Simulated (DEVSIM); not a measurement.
Device: Schottky contact on n-type Si, at 300 K.

Layer 1 from the left is Si, thickness (μm) 2.10, Nd (cm⁻³) 1.8e17, τn (s) 1.7e-6, τp (s) 1.7e-6.

Left contact: Schottky, work function 4.75 eV, emission velocity 6e6 cm/s. Right contact: ohmic. Voltage is applied to the left contact. Recombination: SRH at mid-gap, radiative. Mobility is μmin + (μ − μmin)/(1 + (N/Nref)^α).

Constants are typed, rounded textbook-type inputs, not results; the design itself was drawn at random and stands for no fabricated device. Values at 300 K.

Si: gap (eV) 1.124, affinity (eV) 4.05, permittivity 11.7, Nc (cm⁻³) 2.86e19, Nv (cm⁻³) 3.1e19, μn (cm²/Vs) 1417, μp (cm²/Vs) 470, μn,min 52, μp,min 45, Nref,n 9.7e16, Nref,p 2.2e17, αn 0.68, αp 0.72, B (cm³/s) 4.7e-15.

Estimate by hand the built-in potential, the peak field at zero bias, the capacitance at -0.3 V, and compare with a numerical solution.


- Built-in potential: barrier φB = 0.700 eV; Vbi = φB − kT/q ln(N_band/N) = 0.569 V; numerical 0.569 V.
- Peak field at zero bias: depletion approximation: W = √(2εVbi/(qN)) = 0.0639 μm with N = 1.80e17 cm⁻³; field = 2Vbi/W = 178000 V/cm; numerical 173000 V/cm (estimate above by 3.2 %).
- Capacitance at -0.3 V: C = √(qεN / 2(Vbi + |V|)) = 131 nF/cm²; numerical 133 nF/cm² (estimate below by 1.5 %).

Simulated with DEVSIM: 1D drift-diffusion, Boltzmann statistics, complete ionisation; no tunnelling, impact ionisation, image-force lowering or self-heating. Metal contacts follow the ideal Schottky-Mott rule: no Fermi-level pinning, no interface dipoles.
